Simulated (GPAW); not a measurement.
**A short convergence ladder for ZnSe (R3m, 2 atoms in the cell)**

```
CELL_PARAMETERS angstrom
      0.00000     2.82083     2.82083
      2.82083     0.00000     2.82083
      2.82083     2.82083     0.00000
ATOMIC_POSITIONS crystal
  Zn 0.00512 0.00512 0.00512
  Se 0.25000 0.25000 0.25000
```

Base method: LDA (Perdew-Wang 92), GPAW PAW datasets LDA (gpaw-data 1.0.1) (plane waves; GPAW).

Base settings: mode = pw; ecut = 850 eV; xc = LDA; kpts = 3 3 3; mesh shift (steps) = 0 0 0; occupations.name = fermi-dirac; occupations.width = 0.01 eV; nbands = -8; convergence.bands = -6; symmetry.symmorphic = false.

Core times come from one kind of shared machine, to one figure; runs under 30 s give none.

**The relaxed cell against the cutoff**

On ZnSe (F-43m, 2 atoms in the cell): atoms on their sites.

In this ladder: convergence.density = 1e-05 e/electron; optimizer = BFGS; fmax = 0.05 eV/Å.

The mesh stays at the base's, so the ladder's end is converged at best in this setting alone.

Only quantities that move along the ladder and can be compared are tabulated; the gap is left out on so coarse a mesh.

| ecut | relaxed volume (Å³/atom) | relaxation steps | core time / last (rough) |
|---|---|---|---|
| 425 eV | 21.722 | 2 | – |
| 510 eV | 21.868 | 2 | – |
| 595 eV | 21.936 | 2 | – |
| 720 eV | 21.934 | 2 | – |
| 850 eV | 21.931 | 2 | – |
| 1020 eV | 21.944 | 2 | 0.5 |
| 1275 eV | 21.939 | 2 | 0.6 |
| 1700 eV | 21.948 | 2 | 1 |

Coarsest ecut that holds the relaxed volume within 0.022 Å³/atom of the last step, with all finer ones: 595 eV; the step before is off by 0.081 Å³/atom.

At the lowest cutoff the cell relaxes to a volume 1.0 % smaller than at the highest.

On the base run: the starting cell has typed, rounded lattice constants, without a prior relaxation at this level. Its lattice was rescaled by up to half a per cent. One atom was moved a little off its site on purpose.
